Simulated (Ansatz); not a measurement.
A periodic model of amorphous IGZO (In9Ga9Zn9O35):

```xyz
62
Lattice="9.2127 0.0000 0.0000 0.0000 9.2127 0.0000 0.0000 0.0000 9.2127" Properties=species:S:1:pos:R:3 pbc="T T T"
In     0.6142     0.3131     3.6114
In     6.7775     1.5174     4.1857
In     8.3333     5.5627     1.2288
In     1.1847     3.1363     5.9962
In     0.1624     6.3079     4.4015
In     2.8938     0.0313     7.0558
In     8.3447     2.5128     9.1882
In     5.2187     3.3831     1.3829
In     4.8770     6.6775     0.1092
Ga     2.1736     4.5855     9.0894
Ga     2.6504     4.6191     3.0907
Ga     5.7088     5.0322     4.2871
Ga     8.6725     0.2326     6.6425
Ga     6.3188     7.6231     2.9768
Ga     5.8881     7.3791     6.2846
Ga     3.3441     7.8443     3.7134
Ga     1.8388     7.7603     0.6951
Ga     6.0329     1.2752     7.5674
Zn     4.6018     0.4405     1.3609
Zn     3.8267     1.8194     4.5863
Zn     0.0854     6.6052     7.4698
Zn     8.9953     3.1910     2.8953
Zn     4.6501     3.7721     7.2026
Zn     7.3948     4.5053     6.5029
Zn     2.9608     5.9793     6.2890
Zn     2.0895     1.7191     0.9439
Zn     7.9129     8.6742     0.8208
O      2.6419     4.2026     7.3091
O      1.0052     1.2978     7.0357
O      7.5335     9.0963     2.8044
O      0.3176     1.6371     1.6552
O      0.1079     4.9467     6.0140
O      9.2072     8.2585     5.2416
O      5.2159     7.7856     4.5560
O      5.5185     1.5747     0.1758
O      4.5473     4.8725     2.8489
O      4.5155     7.9068     2.1231
O      4.9903     1.7352     2.9696
O      0.6722     4.9568     2.7579
O      2.7500     0.1300     4.7635
O      0.0854     7.3001     0.2589
O      2.8261     6.1802     0.6187
O      7.2589     6.0778     3.6489
O      7.8905     0.4782     8.4038
O      4.3629     1.7974     6.6307
O      6.8394     0.3603     6.0263
O      4.9320     5.5221     5.9914
O      6.5110     3.5093     4.9030
O      7.3719     6.4913     6.9880
O      5.1113     4.6482     8.9103
O      1.6949     8.0965     2.5606
O      4.8423     8.1296     7.6721
O      1.9402     7.3099     7.2998
O      8.9307     2.0331     4.4785
O      7.1122     2.9090     7.5494
O      7.4171     3.6290     1.6286
O      2.4638     3.2013     4.3218
O      2.8414     3.4554     1.2860
O      2.4921     6.2111     4.3340
O      0.2892     4.3853     9.0001
O      2.7512     0.1268     0.1193
O      6.7449     7.0016     1.1068
```

Level of theory: PBE, scalar-relativistic without spin-orbit coupling (plane waves to 420 eV, PAW; Ansatz, a first-principles code). The usual formal charges leave 2 electrons over, so the level spacing at the Fermi energy parts defect or band states and needn't be the band gap.

It comes from a melt-quench run on a machine-learned potential (CHGNet), relaxed afterwards by DFT. O atoms were pushed apart under 1.9 Å during the dynamics, to hinder bonds among them. The hot cell started wider than the set density and was brought back towards it in steps. It is the lowest in DFT energy of 2 quenches. It is a model cell: composition and starting density were chosen by hand, and all elements were melted together. No dispersion term was used. Its density started from a set value of 5.97 and ended at 5.97 g/cm³. The simulated quench (nominally 320 K/ps over its main leg) is rapid and tends to freeze in more defects than a deposited or slowly cooled glass has. A cell of this size samples the disorder only roughly. The volume was held where the preparation left it, at a PBE pressure of -0.2 GPa (tension). Stress components on the final sampling reach 1.7 GPa. On a 2×2×2 Γ-centred mesh force components of up to 0.14 eV/Å stay, since the relaxation ran on the zone centre alone. Cycles of charging lowered its energy after that relaxation.

Neighbours within In-In 3.12 Å, In-Ga 2.90 Å, In-Zn 2.90 Å, In-O 2.78 Å, Ga-Ga 2.68 Å, Ga-Zn 2.68 Å, Ga-O 2.48 Å, Zn-Zn 2.68 Å, Zn-O 2.40 Å, O-O 1.58 Å count as bonded. Two cations that share two anions don't count as bonded, nor two that share one unless they lie closer than In-In 3.04 Å, In-Ga 2.82 Å, In-Zn 2.82 Å, Ga-Ga 2.61 Å, Ga-Zn 2.61 Å, Zn-Zn 2.61 Å.

Q: Give the coordination numbers, mean bond lengths and angles.

A: 
| Item | Value |
|---|---|
| Mean coordination of In by anions | 5.44 (5 with 5, 4 with 6) |
| Mean coordination of Ga by anions | 4.56 (4 with 4, 5 with 5) |
| Mean coordination of Zn by anions | 3.89 (1 with 3, 8 with 4) |
| Mean coordination of O | 3.57 (15 with 3, 20 with 4) |
| Mean In-O bond | 2.231 Å (spread 0.117 Å, 49 counted) |
| Mean Ga-O bond | 1.961 Å (spread 0.104 Å, 41 counted) |
| Mean Zn-O bond | 2.025 Å (spread 0.084 Å, 35 counted) |
| Bond angle at In | mean 105.6°, spread 29.1° |
| Bond angle at Ga | mean 107.7°, spread 23.2° |
| Bond angle at Zn | mean 110.0°, spread 19.2° |
| Bond angle at O | mean 111.4°, spread 15.1° |

Q: List the pairs of like atoms that count as bonded by the rules above.

A: There are none by these rules.

Q: What Bader charges do the atoms carry, from a run on the zone centre alone?

A: Means (range): In +1.77 e (+1.74 to +1.82), Ga +1.80 e (+1.75 to +1.84), Zn +1.19 e (+1.13 to +1.22), O -1.22 e (-1.25 to -1.20).
| atom | charge (e) |
|---|---|
| In1 | +1.76 |
| In2 | +1.74 |
| In3 | +1.77 |
| In4 | +1.77 |
| In5 | +1.76 |
| In6 | +1.78 |
| In7 | +1.74 |
| In8 | +1.82 |
| In9 | +1.77 |
| Ga10 | +1.79 |
| Ga11 | +1.84 |
| Ga12 | +1.77 |
| Ga13 | +1.75 |
| Ga14 | +1.81 |
| Ga15 | +1.79 |
| Ga16 | +1.83 |
| Ga17 | +1.82 |
| Ga18 | +1.82 |
| Zn19 | +1.16 |
| Zn20 | +1.19 |
| Zn21 | +1.20 |
| Zn22 | +1.18 |
| Zn23 | +1.22 |
| Zn24 | +1.22 |
| Zn25 | +1.19 |
| Zn26 | +1.13 |
| Zn27 | +1.22 |
| O28 | -1.23 |
| O29 | -1.22 |
| O30 | -1.24 |
| O31 | -1.22 |
| O32 | -1.21 |
| O33 | -1.21 |
| O34 | -1.25 |
| O35 | -1.22 |
| O36 | -1.23 |
| O37 | -1.23 |
| O38 | -1.20 |
| O39 | -1.21 |
| O40 | -1.23 |
| O41 | -1.23 |
| O42 | -1.24 |
| O43 | -1.25 |
| O44 | -1.21 |
| O45 | -1.22 |
| O46 | -1.22 |
| O47 | -1.24 |
| O48 | -1.23 |
| O49 | -1.22 |
| O50 | -1.21 |
| O51 | -1.25 |
| O52 | -1.22 |
| O53 | -1.20 |
| O54 | -1.20 |
| O55 | -1.23 |
| O56 | -1.22 |
| O57 | -1.25 |
| O58 | -1.23 |
| O59 | -1.23 |
| O60 | -1.24 |
| O61 | -1.21 |
| O62 | -1.21 |
